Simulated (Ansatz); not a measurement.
Ansatz (a quantum-chemistry and plane-wave program) run on CaC2 (P1, 6 atoms in the cell): self-consistent single point.

Computed with LDA (PW92), PAW files made with PBE (plane waves; Ansatz).

The change in words: atoms moved at random. Reference geometry:
```
CaC2
1.0
    4.40723     0.00000     0.00000
    0.00000     5.90435     0.00000
    0.00000     0.00000     3.89734
Ca C
2 4
Direct
  0.00000   0.00000   0.00000
  0.50000   0.50000   0.50000
  0.88666   0.56447   0.00000
  0.11334   0.43553   0.00000
  0.38666   0.93553   0.50000
  0.61334   0.06447   0.50000
```

Reference input (self-consistent single point, DFT, LDA (PW92), plane waves, PAW files made with PBE): kpoints.mp_grid.grid = 4 3 5; hamiltonian.xc = lda; hamiltonian.pseudopotentials = {kind: paw} (the program's default PAW files); scf.occupations.method = fixed. This run's input differs from it in these lines:

Ansatz 0.2 input:
```diff
@@ -6,8 +6,8 @@
   atoms:
-    - { symbol: Ca, position: [0.000000, 0.000000, 0.000000] }
-    - { symbol: Ca, position: [0.500000, 0.500000, 0.500000] }
-    - { symbol: C, position: [0.886660, 0.564470, 0.000000] }
-    - { symbol: C, position: [0.113340, 0.435530, 0.000000] }
-    - { symbol: C, position: [0.386660, 0.935530, 0.500000] }
-    - { symbol: C, position: [0.613340, 0.064470, 0.500000] }
+    - { symbol: Ca, position: [-0.011280, 0.012007, -0.003454] }
+    - { symbol: Ca, position: [0.497908, 0.499149, 0.495170] }
+    - { symbol: C, position: [0.882910, 0.558105, 0.001027] }
+    - { symbol: C, position: [0.114349, 0.425884, -0.001539] }
+    - { symbol: C, position: [0.396853, 0.935875, 0.505113] }
+    - { symbol: C, position: [0.619261, 0.068981, 0.503683] }
 kpoints:
```

Output (repeated stretches shortened):

```
SCF iter   1: F=—  HF=-4518.205835 eV  |F-HF|=—  |Δ(HF+E_count)|=         —  Δρ=7.75e-2  dr2=5.50e0  ethr=3.10e-3  ⟨swp⟩=4.1  Hψ=3012  notcnv=0  defer=93
all-band conjugate gradients solve this SCF's bands
preconditioner: auto → Resta (q_TF=auto, 2.296 Å⁻¹)
SCF iter   2: F=—  HF=-4516.444271 eV  |F-HF|=—  |Δ(HF+E_count)|=    1.76e0  Δρ=3.35e-2  dr2=8.46e-1  ethr=3.10e-3  ⟨swp⟩=2.0  Hψ=1430  notcnv=0  defer=66
   [... lines left out ...]
SCF iter   7: F=—  HF=-4516.123699 eV  |F-HF|=—  |Δ(HF+E_count)|=   1.60e-5  Δρ=2.49e-4  dr2=8.70e-5  ethr=5.74e-7  ⟨swp⟩=2.0  Hψ=1005  notcnv=0  defer=109
SCF iter   8: F=—  HF=-4516.123687 eV  |F-HF|=—  |Δ(HF+E_count)|=   1.27e-5  Δρ=6.52e-5  dr2=5.46e-6  ethr=2.42e-7  ⟨swp⟩=2.0  Hψ=904  notcnv=0  defer=71
SCF iter   9: F=—  HF=-4516.123687 eV  |F-HF|=—  |Δ(HF+E_count)|=   1.33e-8  Δρ=1.32e-5  dr2=1.58e-7  ethr=1.52e-8  ⟨swp⟩=2.0  Hψ=937  notcnv=0  defer=71
SCF iter  10: F=-4516.123687 eV  HF=-4516.123687 eV  |F-HF|=6.51e-9  |Δ(HF+E_count)|=   8.26e-8  Δρ=3.30e-6  dr2=1.10e-8  ethr=2.78e-10  ⟨swp⟩=13.2  Hψ=5050  notcnv=0
SCF 1 converged in 10 iterations: F = -4516.123687 eV  dr2 = 1.10e-8
Free energy (F): -4516.123687 eV
Internal energy: -4516.123687 eV  (E = F + TS)
E sigma→0 (E₀):  -4516.123687 eV
Fermi energy:    3.653055 eV
--- Forces (eV/Å), atoms counted from 1 ---
  atom   1  Ca     0.18565834    -0.37709466     0.08004295
  atom   2  Ca    -0.03079594     0.05034567     0.06814171
  atom   3  C      1.97478117    -1.41353501    -0.04434487
  atom   4  C     -1.90766203     1.76439899     0.00848088
  atom   5  C      0.24587605     0.35246588    -0.04167739
  atom   6  C     -0.46793216    -0.37662699    -0.07064816
--- Stress (GPa, compression-positive) ---
       -8.387961       2.121207       0.036720
        2.121207      -6.134815      -0.016806
        0.036720      -0.016806      -4.438458
  P = ⅓ Tr σ = -6.3204 GPa (-63.204 kbar)
  The stress holds the Pulay correction. Without it, at fixed plane waves, as pw.x and ABINIT print it: P = -6.4822 GPa
```

The run converged in 10 iterations. Against the reference run the free energy goes up by 12.9 meV/atom, the pressure goes from -5.31 to -6.32 GPa, the largest force goes from 0.475 to 2.599 eV/Å and the gap on the mesh goes from 2.733 to 2.650 eV.

The starting cell comes from a database of computed structures (which also holds hypothetical and non-ambient phases and stackings), without a prior relaxation at this level. For this run, on top of that: atoms moved at random. With a pressure of about -6 GPa the cell is away from its equilibrium volume at this level. Forces in this geometry exceed 1 eV/Å. Ansatz's pressure includes its estimate of the finite-basis (Pulay) stress.
